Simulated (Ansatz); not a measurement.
Amorphous cells of N, O, Si: the gap between the highest filled and lowest empty level at the zone centre, by PBE and by a single point of r2SCAN on the same geometry (PBE, scalar-relativistic without spin-orbit coupling (plane waves to 420 eV, PAW; Ansatz, a quantum-chemistry and plane-wave program); r2SCAN at 500 eV). The networks come from melt-quench runs on the CHGNet potential at compositions and starting densities chosen by hand, with anions pushed apart in the CHGNet dynamics, and DFT then relaxed them. The cells are small and were quenched far faster than real films, so single cells scatter. Defect or tail levels can set these gaps. The rows are the first to finish with both values and no moments.

```tsv
cell	PBE gap x (eV)	r2SCAN gap y (eV)
A (Si45O18N48, 2.67 g/cm3)	0.86	1.20
B (Si30N34O9, 2.89 g/cm3)	1.75	withheld
C (Si30N38O3, 2.93 g/cm3)	1.82	2.19
D (Si30N40O, 2.94 g/cm3)	2.51	2.95
E (Si24O36N8, 2.39 g/cm3)	2.73	3.19
F (Si24O45N2, 2.20 g/cm3)	3.49	4.18
G (Si24O36N8, 2.37 g/cm3)	4.15	4.73
```

### Question
Fit a straight line through the 6 full rows and predict the withheld value for B (Si30N34O9, 2.89 g/cm3).

### Answer
Means: x = 2.593, y = 3.073. Slope = Σ(Δx Δy) / Σ(Δx²) = 7.528 / 6.855 = 1.1; the r.m.s. residual is 0.060. Prediction: 3.073 + 1.1 × (1.75 − 2.593) = 2.15. The run gave 2.13, 0.02 below the line.
